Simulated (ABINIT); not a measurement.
Band structure of Ta2N (P-3m1, 3 atoms in the cell).

```
Ta2N
1.0
    3.11286     0.00000     0.00000
   -1.55643     2.69582     0.00000
    0.00000     0.00000     4.86984
Ta N
2 1
Direct
  0.66667   0.33333   0.74529
  0.33333   0.66667   0.25471
  0.00000   0.00000   0.00000
```

Method of the run: PBE, norm-conserving pseudopotentials (PseudoDojo nc-sr-05 PBE standard) (plane waves; ABINIT 10.0.3).

Settings: pseudos = [Ta.upf, N.upf]; ecut = 42 Ha; ixc = 11; occopt = 3; tsmear = 0.00499791 Ha; ngkpt = 10 10 6; nshiftk = 1; shiftk = 0 0 0; potentials = PseudoDojo nc-sr-05 PBE standard; kptopt = 1; nstep = 60; tolvrs1 = 1e-10; ndtset = 2.

The starting cell comes from a database of computed structures (which also holds hypothetical and non-ambient phases and stackings), without a prior relaxation at this level. Spin-orbit coupling is off. Spin polarisation is off; with an odd number of electrons in the cell that forces a metal, and a magnetic state may lie lower.

Levels in eV from the Fermi level, bands 13 to 20:
```tsv
point	13	14	15	16	17	18	19	20
Γ	-4.98	-0.64	-0.21	-0.21	0.25	0.30	0.30	1.16
M	-4.51	-2.62	-1.39	1.76	1.88	3.70	4.00	4.19
K	-3.34	-2.71	-2.71	1.27	1.27	2.94	3.44	3.44
A	-2.85	-2.66	-1.10	-1.10	1.76	1.89	2.31	2.31
L	-3.26	-2.16	-2.12	-0.28	0.73	3.28	3.51	4.00
H	-2.44	-1.92	-1.92	0.64	0.76	0.76	3.97	3.97
```

Bands cross the Fermi level along this path, so the cell is metallic at this level.
